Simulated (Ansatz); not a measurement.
Ba (Fm-3m, No. 225, 1 atom in the cell; start mp-10679; another form than the element's usual one)

Calculation: LDA (Ansatz, a first-principles code, plane waves, PAW).

Run with plane-wave cutoff 520 eV, 16×16×16 k mesh, Fermi–Dirac smearing 0.05 eV, scalar-relativistic PAW data made under PBE.

Cell (relaxed at this level):

```cif
data_Ba
_chemical_formula_sum 'Ba1'
_space_group_name_H-M_alt 'P 1'
_space_group_IT_number 1
_cell_length_a 4.22980
_cell_length_b 4.22980
_cell_length_c 4.22980
_cell_angle_alpha 60.000
_cell_angle_beta 60.000
_cell_angle_gamma 60.000
loop_
_space_group_symop_operation_xyz
  'x, y, z'
loop_
_atom_site_label
_atom_site_type_symbol
_atom_site_fract_x
_atom_site_fract_y
_atom_site_fract_z
_atom_site_occupancy
Ba1 Ba 0.00000 0.00000 0.00000 1
```

band gap: zero (no gap)

Note: the relaxation could not lower the start's symmetry, so the cell can be a saddle point above a distorted one.

Spin–orbit coupling is not included.

Static lattice: no zero-point or thermal effects.

A start named mp-… is a Materials Project structure, which need not be a measured phase.
